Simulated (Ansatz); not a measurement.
An Ansatz (an electronic-structure program) input (Ansatz PBEsol, no spin-orbit coupling, earlier PAW set):

Ansatz 0.2 input:
```yaml
crystal:
  lattice:
    - [0, 2.9820391179, 2.9820391179]
    - [2.9820391179, 0, 2.9820391179]
    - [2.9820391179, 2.9820391179, 0]
  atoms:
    - { symbol: Se, position: [0.75, 0.75, 0.75] }
    - { symbol: Zr, position: [0, 0, 0] }
basis: { ecutwfc: 420, ecutrho_ratio: 4, xc_grid: 2, fft_grid_basis: typed }
kpoints: { mp_grid: { grid: [14, 14, 14] } }
hamiltonian:
  xc: pbesol
  dispersion: none
  pseudopotentials: { azcp: { folder: ./paw }, kind: paw }
scf: { occupations: { method: fermi_dirac, width: 0.05 }, convergence: { dr2_threshold: 0.0000000002 } }
output: { forces: true, stress: true }
checkpoint: { write: state.ck, write_every: 1000 }
```

**Question.** Which symmetry and how many k-points will the program report, and about how many plane waves at Γ?

**Answer.** Space group F-43m (ITA 216) with 24 operations, k-points 104 of 2744, and 1037 plane waves at Γ.

Whether these cells are dynamically stable was not tested. The final runs are not spin-polarised. The cell was made from BeSe by this change: Be → Zr; the result is a hypothetical phase, not in the database extracts checked. ZrSe has a high density of states at the Fermi level and may be magnetic at this level.
